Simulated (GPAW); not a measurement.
Input and output of a self-consistent single point for HgS (F-43m, 2 atoms in the cell) (GPAW).

Method: PBE, GPAW PAW datasets PBE (gpaw-data 1.0.1) (plane waves; GPAW).

```xyz
2
Lattice="0.0000 3.0246 3.0246 3.0246 0.0000 3.0246 3.0246 3.0246 0.0000" Properties=species:S:1:pos:R:3 pbc="T T T"
Hg     0.0000     0.0000     0.0000
S      1.5123     1.5123     1.5123
```

Reference input (self-consistent single point, DFT PBE, plane waves, GPAW PAW datasets PBE (gpaw-data 1.0.1)): mode = pw; ecut = 550 eV; xc = PBE; kpts = 12 12 12; mesh shift (steps) = 0 0 0; occupations.name = methfessel-paxton; occupations.width = 0.05 eV; occupations.order = 1; nbands = -8; symmetry.symmorphic = false; symmetry.tolerance = 0.0005; maxiter = 100. This run's input differs from it in these lines:

```diff
@@ -12,3 +12,3 @@
 
-calc = GPAW(mode={'name': 'pw', 'ecut': 550},
+calc = GPAW(mode={'name': 'pw', 'ecut': 715},
             xc='PBE',
```

Output (repeated stretches shortened):

```
     iter     time        total  log10-change:
                         energy   eigst   dens
iter:   1 --:--:--    -5.678067
iter:   2 --:--:--    -5.596891   -1.26  -1.25
iter:   3 --:--:--    -5.357234   -1.59  -1.29
iter:   4 --:--:--    -5.346132   -3.02  -1.68
iter:   5 --:--:--    -5.376104   -1.94  -1.71
iter:   6 --:--:--    -5.370819   -3.64  -2.46
iter:   7 --:--:--    -5.371327c  -4.52  -2.67
iter:   8 --:--:--    -5.371352c  -4.04  -2.64
iter:   9 --:--:--    -5.371358c  -5.25  -3.12
iter:  10 --:--:--    -5.371707c  -4.78  -3.11
iter:  11 --:--:--    -5.371883c  -4.32  -3.27
   [... 2 lines left out ...]
iter:  14 --:--:--    -5.371859c  -5.08  -3.58
iter:  15 --:--:--    -5.371860c  -6.09  -3.66
iter:  16 --:--:--    -5.371868c  -6.34  -3.68
iter:  17 --:--:--    -5.371871c  -6.71  -3.76
iter:  18 --:--:--    -5.371871c  -7.99c -3.87
iter:  19 --:--:--    -5.371860c  -6.24  -3.89
iter:  20 --:--:--    -5.371854c  -7.08  -4.03c
iter:  21 --:--:--    -5.371853c  -7.01  -4.26c
iter:  22 --:--:--    -5.371853c  -8.24c -4.37c
Converged after 22 iterations.

Dipole moment: (-2.585261, -2.585261, -2.585261) |e|*Ang

Energy contributions relative to reference atoms: (reference = -544013.398625)

Kinetic:        +26.967651
Potential:      -22.744040
External:        +0.000000
XC:              -7.504935
Entropy (-ST):   +0.000061
Local:           -2.090569
SIC:             +0.000000
--------------------------
Free energy:     -5.371832
Extrapolated:    -5.371853

Showing only first 2 kpts
 Kpt  Band  Eigenvalues  Occupancy
  0    10      3.22194    0.82503
  0    11      3.22194    0.82503
  0    12      3.22194    0.82503
  0    13      9.36970    0.00000

  1    10      3.07279    2.00036
  1    11      3.07279    2.00036
  1    12      3.89218   -0.00000
  1    13      8.95676    0.00000

Fermi level: 3.21674

No gap
No difference between direct/indirect transitions
Energy (eV): -5.371853

Forces in eV/Ang:
  0 Hg    0.00000    0.00000   -0.00000
  1 S    -0.00000    0.00000    0.00000

Stress tensor:
     0.006365     0.000000    -0.000000
     0.000000     0.006365     0.000000
    -0.000000     0.000000     0.006365
Stress (GPa, Voigt): [ 1.0198  1.0198  1.0198  0.     -0.      0.    ]
```

The run converged in 22 iterations. GPAW prints stress with tension positive. Against the reference run the free energy drops by 3.1 meV/atom and the pressure hardly changes (-1.03 to -1.02 GPa).

The starting cell comes from a database of computed structures (which also holds hypothetical and non-ambient phases and stackings), without a prior relaxation at this level. Its lattice was rescaled by a random factor within 2.5 % of one. The run gives no clean gap (levels at the Fermi energy touch, overlap or are partly filled at this smearing), which alone does not show that the compound is a metal.

Cost on one core of a shared machine: roughly 2 min.
